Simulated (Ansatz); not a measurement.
The starting structures come from a database of crystals and need not be the phases stable at ambient conditions.

 Where the default PAW files enter, the runs use the earlier of Ansatz's two default sets.

Inside the gap of an insulator the Bloch states are evanescent, with a wavenumber k + iκ along the transport direction.

Here is the system:

```yaml
crystal:
  lattice:
    - [5.67528, 0.00000, 0.00000]
    - [0.00000, 5.73651, 0.00000]
    - [0.00000, 0.01327, 8.04336]
  atoms:
    - { symbol: Sr, position: [0.01290, 0.99661, 0.74997] }
    - { symbol: Sr, position: [0.98710, 0.00339, 0.25003] }
    - { symbol: Sr, position: [0.51290, 0.50339, 0.75003] }
    - { symbol: Sr, position: [0.48710, 0.49661, 0.24997] }
    - { symbol: Zn, position: [0.00000, 0.50000, 0.50000] }
    - { symbol: Zn, position: [0.50000, 0.00000, 0.00000] }
    - { symbol: W, position: [0.50000, 0.00000, 0.50000] }
    - { symbol: W, position: [0.00000, 0.50000, 0.00000] }
    - { symbol: O, position: [0.75951, 0.78020, 0.52973] }
    - { symbol: O, position: [0.24049, 0.21980, 0.47027] }
    - { symbol: O, position: [0.25951, 0.71980, 0.97027] }
    - { symbol: O, position: [0.74049, 0.28020, 0.02973] }
    - { symbol: O, position: [0.27940, 0.74197, 0.52996] }
    - { symbol: O, position: [0.72060, 0.25803, 0.47004] }
    - { symbol: O, position: [0.77940, 0.75803, 0.97004] }
    - { symbol: O, position: [0.22060, 0.24197, 0.02996] }
    - { symbol: O, position: [0.49472, 0.05721, 0.73902] }
    - { symbol: O, position: [0.50528, 0.94279, 0.26098] }
    - { symbol: O, position: [0.99472, 0.44279, 0.76098] }
    - { symbol: O, position: [0.00528, 0.55721, 0.23902] }
```

Space group of this cell: P2_1/c. The cell is taken as given; by r2SCAN its mean pressure is -8.2 GPa.

Transport runs along the normal of the first two printed cell vectors.

The gap is the functional's own. No spin-orbit coupling. Mid-gap values are interpolated on the energy grid.

**Question.** Estimate the band gap and the smallest decay constant κ at mid-gap that r2SCAN run with Ansatz (a program for electronic structure) returns for this system.

**Answer.** Gap 3.31 eV on a 6×6×4 mesh; κ = 0.339 1/Å, at (0.000, 0.500) of the in-plane reciprocal vectors. At the zone centre, at the nearest computed energy, the slowest state has κ = 0.45 1/Å.
